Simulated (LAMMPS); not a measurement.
Interface speed of HgTe (zinc blende) against its melt at 760 K on three faces.

Computed with classical MD, pair style sw, file CdTeZnSeHgS0.sw, run in LAMMPS.

```tsv
face	speed
001	3.2 ± 0.1 m/s
110	3.1 ± 0.1 m/s
111	2.5 ± 0.1 m/s
```

Caution: the real compound melts congruently only under the pressure of its own vapour and loses its more volatile element when open.

The ± values are statistical; the model's systematic error is not in them.
